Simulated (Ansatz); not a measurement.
Amorphous cells of 8 compositions: the gap between the highest filled and lowest empty level at the zone centre, by PBE and by a single point of r2SCAN on the same geometry (PBE, scalar-relativistic without spin-orbit coupling (plane waves to 420 eV, PAW; Ansatz, a quantum-chemistry and plane-wave program); r2SCAN at 500 eV). The networks come from melt-quench runs on the CHGNet potential at compositions and starting densities chosen by hand, with anions pushed apart in the CHGNet dynamics, and DFT then relaxed them. The cells are small and were quenched far faster than real films, so single cells scatter. Defect or tail levels can set these gaps. The rows are the first to finish with both values and no moments.

| cell | PBE gap x (eV) | r2SCAN gap y (eV) |
|---|---|---|
| A (In24O39Lu2, 6.91 g/cm3) | 0.36 | 0.81 |
| B (In24O39Ga2, 6.35 g/cm3) | 0.51 | 0.99 |
| C (In24O39W, 6.53 g/cm3) | 0.61 | withheld |
| D (In24O41Nb2, 6.34 g/cm3) | 0.91 | 1.38 |
| E (Si24O49Cu2, 2.34 g/cm3) | 1.96 | 2.31 |
| F (Si24O49Ag2, 2.45 g/cm3) | 2.73 | 3.09 |
| G (Si24O49Be, 2.20 g/cm3) | 3.61 | 4.27 |
| H (Si24O49Ca, 2.15 g/cm3) | 4.14 | 4.78 |

**Question.** Fit a straight line through the 7 full rows and predict the withheld value for C (In24O39W, 6.53 g/cm3).

**Answer.** Means: x = 2.031, y = 2.519. Slope = Σ(Δx Δy) / Σ(Δx²) = 14.41 / 13.8 = 1.04; the r.m.s. residual is 0.095. Prediction: 2.519 + 1.04 × (0.61 − 2.031) = 1.03. The run gave 1.05, 0.02 above the line.
